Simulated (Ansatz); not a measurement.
# Ag: pressure series

Start from Ag in the fcc (Cu type) structure (space group Fm-3m, No. 225; a = 4.149 Å).

Cell and atoms are relaxed at each pressure.

Calculations: DFT with PBE, PAW potentials and a 420 eV plane-wave cutoff in Ansatz (a first-principles code), without spin-orbit coupling.

```tsv
pressure (GPa)	volume per atom (Å³/atom)
-2	18.278
0	17.850
0.9	17.680
2.1	17.463
4.5	17.081
9	16.485
15	15.857
22.5	?
30	14.739
```

Problem. Fit the third-order Birch–Murnaghan form P(V) = (3B₀/2)[(V₀/V)^(7/3) − (V₀/V)^(5/3)]·[1 + (3/4)(B₀′ − 4)((V₀/V)^(2/3) − 1)] (squares taken in P) to the rows shown and predict the withheld row.

Solution. Least squares on the printed values gives V₀ = 17.850 Å³/atom, B₀ = 89.8 GPa, B₀′ = 5.8; this predicts 15.238 Å³/atom, and the run gives 15.238 Å³/atom, in agreement.

Measured bulk modulus of Ag: 110 GPa (static lattice; corrected from measurement; as listed in H. Levämäki et al., Physical Review B (2014)); the computed value is 18 % below it.

Load acts through the strain it causes; cell and atoms are relaxed under it. No phonon test of stability was made. Competing high-pressure phases were not computed.
